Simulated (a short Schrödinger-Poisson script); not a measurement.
Structure: MOS inversion layer, Si3N4 on p-type Si(100), at 400 K.

From the gate side: 5.1 nm Si3N4; 1200 nm Si, acceptors 1.3e17 cm⁻³.

Constants are typed, rounded textbook-type inputs, not results; the design itself was drawn at random and stands for no fabricated device. Si3N4: permittivity 7.5, conduction-band edge (eV) 1.95, gap (eV) 5.1, electron mass (mₑ) 0.5. Si: permittivity 11.7, conduction-band edge (eV) 0, gap (eV) 1.124, Nv at 300 K (cm⁻³) 3.1e19.

Channel valleys (confinement mass, in-plane density-of-states mass, number): Δ2 0.916, 0.19, 2; Δ4 0.19, 0.417, 4. At the gate the conduction-band edge of layer 1 lies 2.35 eV − eVg above the Fermi level of the channel; the field vanishes at the back. Gaps are held at their typed values at every temperature. Mesh 0.03 nm at interfaces.

From a short Schrödinger-Poisson script (our own, NumPy): 1D Poisson equation in equilibrium, electrons quantum, Hartree (BenDaniel-Duke, 12 states a valley, the channel's in-plane mass for all, wave functions ending at the dielectric), parabolic valleys, classical holes, full ionisation, no traps, pinning or gate leakage.

```tsv
Vg (V)	electrons (cm⁻²)	C (μF/cm²)	Δ2 E0 (meV from the Fermi level)	Δ4 E0 (meV from the Fermi level)
0.3	5.54e9	0.136	281.4	316.3
0.4	5.66e10	0.277	199.2	236.1
0.5	2.88e11	0.596	140.1	180.3
0.6	7.11e11	0.795	105.4	150.0
0.7	1.23e12	0.895	82.8	132.1
0.8	1.80e12	0.953	66.1	120.0
0.9	2.41e12	0.992	52.9	111.2
1	3.03e12	1.02	41.9	104.3
1.1	3.68e12	1.04	32.4	98.8
1.2	4.33e12	1.06	24.1	94.2
1.3	4.99e12	1.07	16.5	90.2
1.4	5.66e12	1.08	9.6	86.8
1.5	6.34e12	1.09	3.2	83.7
1.6	7.02e12	1.10	-2.8	81.0
1.7	7.71e12	1.10	-8.4	78.4
1.8	8.40e12	1.11	-13.8	76.1
1.9	9.10e12	1.12	-18.9	74.0
2	9.79e12	1.12	-23.8	72.0
```

Gate voltages with under 1e9 electrons/cm² are left out.

Q: At Vg = 2 V the lowest Δ2 subband lies at -23.8 meV from the Fermi level. How many electrons does it hold, and what share of all?

A: The two-dimensional density of states is g m/(πħ²) = 1.59e11 cm⁻² meV⁻¹ (both spins), kT = 34.5 meV, so n = D kT ln(1 + exp(−E/kT)) = 6.00e12 cm⁻², 0.61 of the 9.79e12 cm⁻² in all.

Q: Compare the slope of the sheet density between 1.8 and 2 V with the geometric capacitance of the layers between gate and channel.

A: q Δn/ΔV = 1.11 μF/cm²; ε0/Σ(t/ε) = 1.30 μF/cm². The ratio is 0.86: the channel acts as a further capacitance in series.
